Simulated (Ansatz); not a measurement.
**TaN in the rock salt structure (space group Fm-3m, No. 225)**

TaN has the cubic space group Fm-3m (No. 225), the rock salt structure, Pearson symbol cF8. Conventional cell: a = b = c = 4.375 Å, α = β = γ = 90.00°. N on 4a has 6 Ta at 2.187 Å (octahedral). Ta on 4b is surrounded by 6 N at 2.187 Å (octahedral). (Neighbours: up to the widest gap in distance over summed covalent radii, below 1.35, at either atom; cation-cation and far metal-metal contacts left out.)
(The calculation used a cell of 2 atoms; values per cell refer to that cell.)

Computed with PBEsol, PAW, 420 eV (Ansatz, a quantum-chemistry and plane-wave program; scalar-relativistic without spin-orbit coupling), earlier PAW set. k-mesh 18×18×18 (Γ-centred); smearing 0.05 eV (Fermi–Dirac).

| Item | Result |
|---|---|
| Volume per atom | 10.46 Å³ |
| Density | 15.47 g/cm³ |
| Band gap | zero |
| Total energy | -5093.992 eV/atom (σ→0; compares only within this code and set-up) |

Stability against distortions was not tested. All final runs are without spin polarisation. This is not the structure that TaN has at room temperature and ambient pressure.
